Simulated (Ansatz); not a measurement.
The band gap in a series of structures.

Cell A: Si (diamond, Fd-3m), 2 atoms in the cell, k-point mesh 10×10×10 on the run's own vectors.
```
CELL_PARAMETERS angstrom
      0.00000     2.73485     2.73485
      2.73485     0.00000     2.73485
      2.73485     2.73485     0.00000
ATOMIC_POSITIONS crystal
  Si 0.75000 0.75000 0.75000
  Si 0.50000 0.50000 0.50000
```

Cell B: Ru (hcp, P6₃/mmc), 2 atoms in the cell; spin state with PBE: run without spin, k-point mesh 30×30×14 on the run's own vectors.
```
Ru
1.0
    2.72164     0.00000     0.00000
   -1.36082     2.35701     0.00000
    0.00000     0.00000     4.29372
Ru
2
Direct
  0.33333   0.66667   0.25000
  0.66667   0.33333   0.75000
```

All numbers come from Ansatz (a quantum-chemistry and plane-wave program), plane waves with PAW, its PAW set soft_1, cutoff 500 eV. The structures are at rest with PBE; other levels are single points on them. Neutral cells; Fermi-Dirac smearing of at most 0.10 eV in the solids, energies taken to zero width. The lattices are those relaxed with PBE, so at other levels the solids can be strained. Spin-orbit coupling is left out. A dispersion term ran beside these levels; it doesn't touch the electrons. Gaps are highest filled to lowest empty Kohn-Sham level on the run's k-point mesh, states of defects and surfaces included; edges off the mesh make the true gap smaller, and under 0.08 eV counts as none; a gap is called direct where the least direct separation is within 0.02 eV of it.

Question: What does r2SCAN give for the band gap of each cell (eV)?

Answer: 
```tsv
system	r2SCAN
A	0.80 (indirect)
B	none
```

With r2SCAN the value of A exceeds that of B by 0.8 eV.
